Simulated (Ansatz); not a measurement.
LiNbO3 (R3c), r2SCAN, rigid bands (Ansatz, an electronic-structure program). Condition of this run: functional r2SCAN on the same cell. Band gap 3.95 eV, N_c = 6.30e20 cm⁻³ and N_v = 6.75e20 cm⁻³ at 300 K, conductivity masses along z (a = (2.57, 1.48, 4.61) Å; b = (-2.57, 1.48, 4.61) Å; c = (0.00, -2.96, 4.61) Å) of 1.21 mₑ (electrons) and 5.02 mₑ (holes). Take k_BT = 0.02585 eV.

A film of it is 3 nm thick, with its normal along the direction named. Estimate the confinement energies in an infinite well.

ħ²π²/(2m t²) = 0.376 eV·nm²/(m/mₑ × t²) gives 34.5 meV for electrons and 8.32 meV for holes, so the gap would widen to about 3.99 eV. Finite barriers and nonparabolic bands lower this, and with several valleys or bands the heaviest mass along the normal sets the lowest level, not this average.

Find the intrinsic carrier density and the intrinsic Fermi level.

n_i = √(N_c N_v) exp(−E_g/2k_BT) = 6.52e20 × exp(−76.40) = 4.3e-13 cm⁻³. The level lies (k_BT/2) ln(N_v/N_c) = 1 meV from mid-gap (positive towards the conduction band). Each 0.1 eV added to the gap lowers n_i by a factor of 6.9.

What thermal injection velocity √(2k_BT/πm) limits a ballistic channel along the direction named?

4.89e6 cm/s for electrons and 2.40e6 cm/s for holes, a ratio of √(m_h/m_e) = 2.04, for dilute carriers.

Rigid bands with the computed gap; masses take one relaxation time for all states. Spin-orbit coupling is left out; where it splits the top of the valence band, N_v and the p-type Seebeck coefficient come out somewhat high without it. Geometry: cell and atoms relaxed with PBEsol.
